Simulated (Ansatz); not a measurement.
Ni on the Ga site (Ni_Ga) in metastable zinc-blende GaN

The numbers are results of PBE, PAW (plane waves to 420 eV; Ansatz, a program for electronic structure), not measurements. A 2×2×2 supercell of 64 sites was used; the energies come from a 2×2×2 shifted sampling of its zone. Site at the start: the Ga site. Energies of charged states are corrected for periodic images (point charge plus alignment at distant sites). Dielectric constants: PBE linear response of the host. Host gap at this level: 1.54 eV. Finite-size and sampling errors can reach tenths of an eV here. Levels are measured in PBE's own, too narrow, gap. Spin–orbit coupling is left out, and no Hubbard U is applied to the open shells. Each state is the lowest found from its start.

Formation energies E_f are given with the Fermi level at the valence-band maximum. Chemical conditions: Ga-rich (Δμ(Ga) = 0.00 eV, Δμ(Ni) = -1.01 eV, bounded by Ga3Ni2 (P-3m1); only phases computed here count, gases as isolated molecules at 0 K). Reference phases: Ga: alpha gallium, Ni: fcc Ni, ferromagnetic.

| charge | moment (μB) | largest move off a lattice site (Å) | image correction with alignment (eV) | E_f, Ga-rich (eV) | above the lowest spin state (eV) |
|---|---|---|---|---|---|
| +1† | 2.0 | 0.04 | 0.13 | – | 0.00 |
| +1† | not spin-polarised | 0.04 | 0.13 | – | 0.27 |
| 0 | 3.0 | 0.01 | 0.00 | 4.09 | 0.00 |
| 0 | 3.0 | 0.01 | 0.00 | 4.09 | 0.00 |
| −1† | 2.0 | 0.10 | 0.18 | – | 0.00 |
| −1† | not spin-polarised | 0.04 | 0.19 | – | 0.65 |
| −2† | 1.0 | 0.29 | 0.72 | – | 0.00 |

† Not settled in this cell, so no level is given: charge +1: a level filled in part, carriers not clearly localised, level within 0.1 eV of a band edge or past it; charge −1: level within 0.1 eV of a band edge or past it; charge −2: level within 0.1 eV of a band edge or past it.

Starting moments that weren't kept: charge +1 began with 4 μB and ended with 2.0; charge 0 began with 1 μB and ended with 3.0.
